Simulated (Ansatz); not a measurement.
The parent structure is HfO2 in the fluorite structure (space group Fm-3m, No. 225).

```yaml
crystal:
  lattice:
    - [0.00000, 2.54906, 2.54906]
    - [2.54906, 0.00000, 2.54906]
    - [2.54906, 2.54906, 0.00000]
  atoms:
    - { symbol: Hf, position: [0.00000, 0.00000, 0.00000] }
    - { symbol: O, position: [0.25000, 0.25000, 0.25000] }
    - { symbol: O, position: [0.75000, 0.75000, 0.75000] }
```

Cartesian axes are those of the cell as printed.

Level of theory: PBE/PAW in Ansatz (an electronic-structure program), no spin-orbit coupling, earlier PAW set.

One thing is altered: the cell is scaled by 1.0081 in all directions, atoms relaxed at fixed cell.

Q: Predict the stress tensor and what it implies for the stiffness.

A: Stress of the strained cell less that of the base (GPa, compression positive):
```
  -5.65    0.00    0.00
   0.00   -5.65    0.00
   0.00    0.00   -5.65
```

Then B = −ΔP/(ΔV/V₀) with ΔV/V₀ = 0.0245 gives secant stiffness values (nonlinear terms included at this strain): B ≈ 231 GPa.

As a check, the harmonic strain energy −½ V₀ Δσ:ε is 4.7 meV/atom; the computed energy rise is 4.9 meV/atom.

No phonon test of stability was made. This is not the structure that HfO2 has at room temperature and ambient pressure.
